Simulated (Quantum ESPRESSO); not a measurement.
Worked example: self-consistent single point of Ag (Fm-3m, 1 atom in the cell) in Quantum ESPRESSO.

Method: PBE, PSlibrary PAW (PBE, semicore) pseudopotentials (plane waves; Quantum ESPRESSO).

The change in words: lattice scaled by 0.98; ecutwfc: 75 Ry → 105 Ry; pseudopotentials: {Ag: Ag_ONCV_PBE-1.0.oncvpsp.upf} → {Ag: Ag.pbe-spn-kjpaw_psl.1.0.0.UPF}; ecutrho: default → 630 Ry. Reference geometry:
```
CELL_PARAMETERS angstrom
      0.00000     2.05523     2.05523
      2.05523     0.00000     2.05523
      2.05523     2.05523     0.00000
ATOMIC_POSITIONS crystal
  Ag 0.00000 0.00000 0.00000
```

Reference input (self-consistent single point, DFT, PBE, plane waves, SSSP 1.1.2 precision (PBE) pseudopotentials): ecutwfc = 75 Ry; occupations = smearing; smearing = fd; degauss = 0.0073499 Ry; potentials = {Ag: Ag_ONCV_PBE-1.0.oncvpsp.upf}; K_POINTS = automatic 10 10 10 0 0 0; conv_thr = 1e-10 Ry; mixing_beta = 0.5. This run's input differs from it in these lines:

```diff
@@ -12,3 +12,4 @@
     ntyp = 1
-    ecutwfc = 75
+    ecutwfc = 105
+    ecutrho = 630
     occupations = 'smearing'
@@ -22,3 +23,3 @@
 ATOMIC_SPECIES
-Ag   107.8682  Ag_ONCV_PBE-1.0.oncvpsp.upf
+Ag   107.8682  Ag.pbe-spn-kjpaw_psl.1.0.0.UPF
 ATOMIC_POSITIONS angstrom
@@ -28,5 +29,5 @@
 CELL_PARAMETERS angstrom
-   0.0000000000     2.0552250000     2.0552250000
-   2.0552250000     0.0000000000     2.0552250000
-   2.0552250000     2.0552250000     0.0000000000
+   0.0000000000     2.0141210000     2.0141210000
+   2.0141210000     0.0000000000     2.0141210000
+   2.0141210000     2.0141210000     0.0000000000
```

Output, abridged:

```
     Self-consistent Calculation

     iteration #  1     ecut=   105.00 Ry     beta= 0.50

     Threshold (ethr) on eigenvalues was too large:
     Diagonalizing with lowered threshold

     total energy              =    -557.38912918 Ry
     estimated scf accuracy    <       0.02263495 Ry

     iteration #  2     ecut=   105.00 Ry     beta= 0.50

     total energy              =    -557.39569605 Ry
     estimated scf accuracy    <       0.00428753 Ry

     iteration #  3     ecut=   105.00 Ry     beta= 0.50

     total energy              =    -557.39632136 Ry
     estimated scf accuracy    <       0.00023203 Ry

   [... 4 blocks of this kind left out ...]

     iteration #  8     ecut=   105.00 Ry     beta= 0.50

     total energy              =    -557.39635997 Ry
     estimated scf accuracy    <          1.3E-09 Ry

     iteration #  9     ecut=   105.00 Ry     beta= 0.50
     End of self-consistent calculation

     the Fermi energy is    18.4833 ev

!    total energy              =    -557.39635997 Ry
     estimated scf accuracy    <          2.2E-11 Ry
     smearing contrib. (-TS)   =      -0.00091280 Ry
     internal energy E=F+TS    =    -557.39544716 Ry

     convergence has been achieved in   9 iterations

     Forces acting on atoms (cartesian axes, Ry/au):

     atom    1 type  1   force =     0.00000000    0.00000000    0.00000000

     Total force =     0.000000     Total SCF correction =     0.000000

          total   stress  (Ry/bohr**3)                   (kbar)     P=      105.95
   0.00072024  -0.00000000  -0.00000000          105.95       -0.00       -0.00
  -0.00000000   0.00072024  -0.00000000           -0.00      105.95       -0.00
  -0.00000000  -0.00000000   0.00072024           -0.00       -0.00      105.95

   JOB DONE.
```

The run converged in 9 iterations. Against the reference run the pressure goes from 2.77 to 10.60 GPa.

The starting cell has typed, rounded lattice constants, without a prior relaxation at this level. Its lattice was rescaled by up to half a per cent. For this run, on top of that: lattice scaled by 0.98.
